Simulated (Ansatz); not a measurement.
# A computed series for SnO2: pressure series

Base system: SnO$_{2}$ in the rutile structure (space group P4_2/mnm, No. 136; a = 4.828 Å, c = 3.238 Å).

Cell and atoms are relaxed at each pressure.

Computed with DFT with PBE, PAW potentials and a 420 eV plane-wave cutoff in Ansatz (a first-principles code), no SOC, earlier PAW set.

```tsv
pressure (GPa)	band gap (eV)
-2	0.57
-1	?
0	0.68
1.8	0.78
4.2	0.91
9	1.16
18	1.58
```

Problem. Fit E_g = E₀ + αP + βP² to the rows shown and predict the withheld row.

Solution. Least squares on the printed values gives E₀ = 0.68 eV, α = 56.0 meV/GPa, β = -0.34 meV/GPa² (largest residual 0.00 eV); this predicts 0.63 eV, and the run gives 0.63 eV, in agreement.

Load acts through the strain it causes; cell and atoms are relaxed under it. Stability against distortions was not tested. Competing high-pressure phases were not computed.
